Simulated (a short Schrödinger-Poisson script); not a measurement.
System: symmetric double-gate stack, Al2O3 on p-type Si(100), at 300 K.

| layer | material | thickness (nm) | Na (cm⁻³) |
|---|---|---|---|
| 1 | Al2O3 | 6 | - |
| 2 | Si | 3 | 1e18 |
| 3 | Al2O3 | 6 | - |

The device is made up for the run: typed textbook-type constants, with dimensions and the other settings drawn at random. Al2O3: permittivity 9, conduction-band edge (eV) 2.7, gap (eV) 6.8, electron mass (mₑ) 0.3. Si: permittivity 11.7, conduction-band edge (eV) 0, gap (eV) 1.124, Nv at 300 K (cm⁻³) 3.1e19.

Channel valleys (confinement mass, in-plane density-of-states mass, number): Δ2 0.916, 0.19, 2; Δ4 0.19, 0.417, 4. At the gates, both at one voltage, the conduction-band edge of layer 1 lies 3.05 eV − eVg above the Fermi level of the channel. Gaps are held at their typed values at every temperature. Mesh 0.03 nm at interfaces.

Solved with a short Schrödinger-Poisson script written for these runs: 1D Poisson equation in equilibrium, electrons quantum, Hartree (BenDaniel-Duke, 12 states a valley, the channel's in-plane mass for all, wave functions free to enter the dielectric), parabolic valleys, classical holes, full ionisation, no traps, pinning or gate leakage.

The same stack at other levels of the model or other numerical settings:

| run | sheet density of all electrons at Vg = 1.8 V (cm⁻²) | sheet density of all electrons at Vg = 0.6 V (cm⁻²) | capacitance of both gates at Vg = 1.8 V (μF/cm²) | rough cost against the base |
|---|---|---|---|---|
| base | 1.98e13 | 2.88e12 | 2.36 | about 1 |
| electrons treated as classical, Boltzmann | 2.25e13 | 3.92e12 | [?] | 0.03 |
| electrons treated as classical, Fermi-Dirac | [?] | [?] | 2.46 | 0.1 |
| mesh six times as coarse | 1.98e13 | 2.87e12 | 2.35 | 0.3 |
| one subband a valley | 1.97e13 | 2.88e12 | 2.34 | 0.3 |

Problem. What belongs in the gaps?

Solution. 
- electrons treated as classical, Boltzmann, capacitance of both gates at Vg = 1.8 V (μF/cm²): 2.56
- electrons treated as classical, Fermi-Dirac, sheet density of all electrons at Vg = 0.6 V (cm⁻²): 3.85e12
- electrons treated as classical, Fermi-Dirac, sheet density of all electrons at Vg = 1.8 V (cm⁻²): 2.19e13

The classical rows ignore confinement, and Boltzmann statistics overrate the density once the band edge passes the Fermi level.
